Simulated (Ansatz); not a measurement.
Input and output of a self-consistent single point for BaAl2 (R3m, 6 atoms in the cell) (Ansatz, a quantum-chemistry and plane-wave program).

Method: PBEsol, default PAW files made with PBE (plane waves; Ansatz).

```
CELL_PARAMETERS angstrom
      0.00000     4.24374     4.24374
      4.24374     0.00000     4.24374
      4.24374     4.24374     0.00000
ATOMIC_POSITIONS crystal
  Ba 0.50340 0.50340 0.50340
  Ba 0.75000 0.75000 0.75000
  Al 0.12500 0.12500 0.12500
  Al 0.62500 0.12500 0.12500
  Al 0.12500 0.12500 0.62500
  Al 0.12500 0.62500 0.12500
```

Reference input (self-consistent single point, DFT, PBEsol, plane waves, default PAW files made with PBE): basis.ecutwfc = 420 eV; kpoints.mp_grid.grid = 7 7 7; hamiltonian.xc = pbesol; hamiltonian.pseudopotentials = {kind: paw} (the program's default PAW files); scf.occupations.method = gaussian; scf.occupations.width = 0.1 eV. This run's input differs from it in these lines:

Ansatz 0.2 input:
```diff
@@ -15,3 +15,3 @@
 kpoints:
-  mp_grid: { grid: [7, 7, 7] }
+  mp_grid: { grid: [15, 15, 15] }
 hamiltonian:
```

Output (repeated stretches shortened):

```
SCF iter   1: F=—  HF=-13824.921355 eV  |F-HF|=—  |Δ(HF+E_count)|=         —  Δρ=1.91e-3  dr2=7.62e-3  ethr=1.77e-3  ⟨swp⟩=11.4  Hψ=53862  notcnv=0
all-band conjugate gradients solve this SCF's bands
preconditioner: auto → Kerker (q_TF=auto, 2.102 Å⁻¹)
SCF iter   2: F=—  HF=-13824.920686 eV  |F-HF|=—  |Δ(HF+E_count)|=   6.69e-4  Δρ=1.24e-3  dr2=3.50e-3  ethr=2.38e-5  ⟨swp⟩=1.2  Hψ=10615  notcnv=0  defer=1
   [... lines left out ...]
SCF iter   4: F=—  HF=-13824.920256 eV  |F-HF|=—  |Δ(HF+E_count)|=   3.37e-5  Δρ=2.66e-5  dr2=1.92e-6  ethr=4.28e-8  ⟨swp⟩=2.3  Hψ=12289  notcnv=0  defer=1
iter 5 did not close the SCF: its close was put off for the readings that it lacked (scf_convergence_deferred on its scf_iter line)
SCF iter   5: F=-13824.920255 eV  HF=-13824.920255 eV  |F-HF|=4.61e-9  |Δ(HF+E_count)|=   1.92e-7  Δρ=7.23e-6  dr2=7.92e-8  ethr=6.01e-9  ⟨swp⟩=2.6  Hψ=11699  notcnv=0  defer=1
SCF iter   6: F=-13824.920255 eV  HF=-13824.920255 eV  |F-HF|=2.11e-10  |Δ(HF+E_count)|=   1.65e-8  Δρ=1.18e-6  dr2=2.30e-9  ethr=2.47e-10  ⟨swp⟩=7.0  Hψ=39287  notcnv=0
SCF 1 converged in 6 iterations: F = -13824.920255 eV  dr2 = 2.30e-9
Free energy (F): -13824.920255 eV
Internal energy: -13824.903412 eV  (E = F + TS)
E sigma→0 (E₀):  -13824.911834 eV
Entropy (-TS):   -0.016843 eV (-2.807 meV/atom)
Fermi energy:    8.034008 eV
--- Forces (eV/Å), atoms counted from 1 ---
  atom   1  Ba    -0.11174511    -0.11174511    -0.11174511
  atom   2  Ba     0.01007817     0.01007817     0.01007817
  atom   3  Al     0.00854230     0.00854230     0.00854230
  atom   4  Al     0.04180357     0.02566005     0.02566005
  atom   5  Al     0.02566005     0.02566005     0.04180357
  atom   6  Al     0.02566005     0.04180357     0.02566005
--- Stress (GPa, compression-positive) ---
       -1.472062      -0.070979      -0.070979
       -0.070979      -1.472062      -0.070979
       -0.070979      -0.070979      -1.472062
  P = ⅓ Tr σ = -1.4721 GPa (-14.721 kbar)
  The stress holds the Pulay correction. Without it, at fixed plane waves, as pw.x and ABINIT print it: P = -1.4919 GPa
```

The run converged in 6 iterations. Against the reference run the free energy goes up by 2.9 meV/atom, the pressure moves little (-1.50 to -1.47 GPa) and the largest force goes from 0.203 to 0.194 eV/Å.

The starting cell comes from a database of computed structures (which also holds hypothetical and non-ambient phases and stackings), without a prior relaxation at this level. Its lattice was rescaled by up to half a per cent. One atom was moved a little off its site on purpose. Ansatz's pressure includes its estimate of the finite-basis (Pulay) stress.

Cost on one core of a shared machine: roughly 2 min.
